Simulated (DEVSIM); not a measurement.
Structure: abrupt GaSb p-n junction, at 300 K.

```
layer (left to right)  material  thickness (μm)  Nd (cm⁻³)  Na (cm⁻³)  τn (s)  τp (s)
---------------------  --------  --------------  ---------  ---------  ------  ------
1                          GaSb            2.60          -     7.3e15    5e-9    5e-9
2                          GaSb            1.30     2.3e15          -    5e-9    5e-9
```

Left contact: ohmic. Right contact: ohmic. Voltage is applied to the left contact. Recombination: SRH at mid-gap. Mobility is constant in doping.

Constants are typed, rounded textbook-type inputs, not results; the design itself was drawn at random and stands for no fabricated device. Values at 300 K.

```csv
parameter,GaSb
gap (eV),0.726
affinity (eV),4.06
permittivity,15.7
Nc (cm⁻³),2.1e17
Nv (cm⁻³),1.8e19
μn (cm²/Vs),5000
μp (cm²/Vs),850
```

Simulated with DEVSIM: 1D drift-diffusion, Boltzmann statistics, complete ionisation; no tunnelling, impact ionisation, image-force lowering or self-heating.

### Question
Give the dark forward current.

### Answer

(V (V), J (A/cm²)): (0.05, 0.00087); (0.10, 0.0050); (0.15, 0.028); (0.20, 0.17); (0.25, 1.1); (0.30, 6.6); (0.35, 36); (0.40, 140); (0.45, 400); (0.50, 850); (0.55, 1500); (0.60, 2400)
